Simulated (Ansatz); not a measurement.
The cell is made up: elements placed on another compound's structure type, so the phase may be hypothetical.

By PBEsol, the system below comes out a metal.

Data:

```yaml
crystal:
  lattice:
    - [4.14396, 0.00000, 0.00000]
    - [0.00000, 4.14396, 0.00000]
    - [0.00000, 0.00000, 4.14396]
  atoms:
    - { symbol: Al, position: [0.00000, 0.00000, 0.00000] }
    - { symbol: Pt, position: [0.00000, 0.50000, 0.50000] }
    - { symbol: Pt, position: [0.50000, 0.00000, 0.50000] }
    - { symbol: Pt, position: [0.50000, 0.50000, 0.00000] }
    - { symbol: N, position: [0.50000, 0.50000, 0.50000] }
```

Space group of this cell: Pm-3m, anti-perovskite. The cell was relaxed by PBE-D3(BJ); by PBEsol its mean pressure is -1.5 GPa.

The current flows along the normal of the first two printed cell vectors. No spin-orbit coupling; the value is a mean over 0.1 eV about the Fermi level.

Q: Estimate the ballistic conductance per area that PBEsol run with Ansatz (a quantum-chemistry and plane-wave program) returns for this system.

A: 0.63 × 10¹⁵ S/m² for both spins.
